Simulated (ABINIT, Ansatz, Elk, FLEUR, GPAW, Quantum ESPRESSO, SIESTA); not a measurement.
# One structure in several programs: AlFe (Pm-3m, 2 atoms in the cell)

Self-consistent single point, at a second geometry (lattice scaled by 0.98). First geometry:

```xyz
2
Lattice="2.8025 0.0000 0.0000 0.0000 2.8025 0.0000 0.0000 0.0000 2.8025" Properties=species:S:1:pos:R:3 pbc="T T T"
Al     0.0000     0.0000     0.0000
Fe     1.4013     1.4013     1.4013
```
Moments meant for the start (each program seeds them in its own way; μB, in the order of the atoms Al Fe): 0.0 4.0.

Shared settings, as Ansatz (a first-principles code) writes them: kpoints.mp_grid.grid = 12 12 12; scf.occupations.method = fermi_dirac; scf.occupations.width = 0.1 eV. Potentials and cutoffs stand in the table.

| code | model | ΔF from the first geometry (meV/atom) | pressure (GPa) | size of the net moment (μB/atom) | cutoff |
|---|---|---|---|---|---|
| ABINIT | PBE, PAW (JTH v2.0 PBE PAW) | 94.1 | 31.44 | 0.27 | 30 Ha |
| FLEUR | PBE, all-electron FLAPW (FLEUR), scalar-relativistic valence | 101.3 | – | 0.26 | Kmax 4.1 1/bohr |
| GPAW | PBE, GPAW PAW datasets PBE (gpaw-data 1.0.1) | 105.8 | 34.77 | 0.27 | 850 eV |
| Quantum ESPRESSO | PBE, GBRV 1.5 ultrasoft (PBE) pseudopotentials | 95.8 | 32.07 | 0.27 | 50 Ry |
| Elk | PBE, all-electron FP-LAPW, Elk's shipped species files, APW+lo basis with extra local orbitals | 93.8 | – | 0.26 | rgkmax 8 |
| Ansatz | PBE, PAW files | 94.7 | 31.78 | 0.26 | 420 eV |
| SIESTA | GGA PBE, numerical atomic orbitals DZP, PseudoDojo PBE standard norm-conserving potentials (rewritten from UPF to PSML) | 91.2 | 30.72 | 0.30 | grid 350 Ry |

A dash marks a value that a program does not give, or that is left out as unsure.

On Ansatz's run: the moments shrank to a small part of their start, a low-spin state that need not be the lowest.

The spread over the programs that give each value: ΔF from the first geometry within 14.6 meV/atom; pressure within 4.05 GPa; size of the net moment within 0.04 μB/atom.

SIESTA uses small atom-centred bases, whose incompleteness enters pressures, forces and empty levels differently from a plane-wave cutoff. FLEUR and Elk treat all electrons, but the usual bases taken here (sphere radii, linearisation, local orbitals, empty states) were not tested for convergence, so the values are no reference for the others. Ansatz's pressure is given at a fixed set of plane waves, as the other plane-wave codes print theirs; with its correction for the finite basis it is 31.90 GPa. In the pressure, GPAW (by 2.84) and SIESTA (by 1.21) lie more than 1 GPa from the median of the plane-wave programs.

The starting cell comes from a database of computed structures (which also holds hypothetical and non-ambient phases and stackings), without a prior relaxation at this level. Its lattice was rescaled by a random factor within 2.5 % of one. For this run, on top of that: lattice scaled by 0.98.

Keys are those of Ansatz 0.2.
